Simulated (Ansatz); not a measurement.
Partial pair distribution functions of a relaxed model of amorphous Si24O47, broadened by 0.06 Å; density 2.20 g/cm³. All values below come from PBE, scalar-relativistic without spin-orbit coupling (plane waves to 420 eV, PAW; Ansatz, an electronic-structure program). The usual formal charges leave 2 electrons over, so the level spacing at the Fermi energy parts defect or band states and needn't be the band gap.

The cell was made by melting and quenching with the CHGNet potential and then relaxed with DFT. O atoms were pushed apart under 1.9 Å during the dynamics, to hinder bonds among them. The hot cell started wider than the set density and was brought back towards it in steps. It is the lowest in DFT energy of 2 quenches. It is a model cell: composition and starting density were chosen by hand, and all elements were melted together. No dispersion term was used. Its density started from a set value of 2.32 and ended at 2.20 g/cm³. The simulated quench (nominally 730 K/ps over its main leg) is rapid and tends to freeze in more defects than a deposited or slowly cooled glass has. A cell of this size samples the disorder only roughly. Volume and shape were free in the relaxation. On a 2×2×2 Γ-centred mesh force components of up to 0.26 eV/Å stay, since the relaxation ran on the zone centre alone.

```csv
r (Å),g Si-O,g Si-Si,g O-O
1.40,0.02,0.00,0.00
1.50,1.81,0.00,0.00
1.60,14.07,0.00,0.00
1.70,9.32,0.00,0.00
1.80,1.19,0.00,0.00
1.90,0.31,0.00,0.00
2.00,0.02,0.00,0.00
2.10,0.00,0.00,0.00
2.20,0.00,0.00,0.00
2.30,0.00,0.00,0.01
2.40,0.00,0.00,0.27
2.50,0.00,0.00,1.96
2.60,0.00,0.02,4.44
2.70,0.00,0.34,5.28
2.80,0.02,1.69,2.82
2.90,0.21,4.22,0.81
3.00,0.28,4.64,0.36
3.10,0.60,2.71,0.50
3.20,1.04,1.62,0.50
3.30,0.88,0.77,0.51
3.40,0.80,0.14,0.59
3.50,0.89,0.00,0.56
3.60,0.80,0.03,0.60
3.70,1.36,0.20,0.62
3.80,1.35,0.27,0.59
3.90,1.46,0.23,0.59
4.00,1.72,0.28,0.63
4.10,1.88,0.49,0.64
4.20,1.73,0.40,0.85
4.30,1.40,0.58,0.87
4.40,1.09,0.85,0.99
4.50,0.89,0.83,1.11
4.60,0.64,1.41,1.05
4.70,0.61,1.38,1.21
4.80,0.70,1.48,1.20
4.90,0.69,1.09,1.15
5.00,0.63,1.17,1.44
```

Within 2.02 Å each Si has 3.96 O neighbours on average.
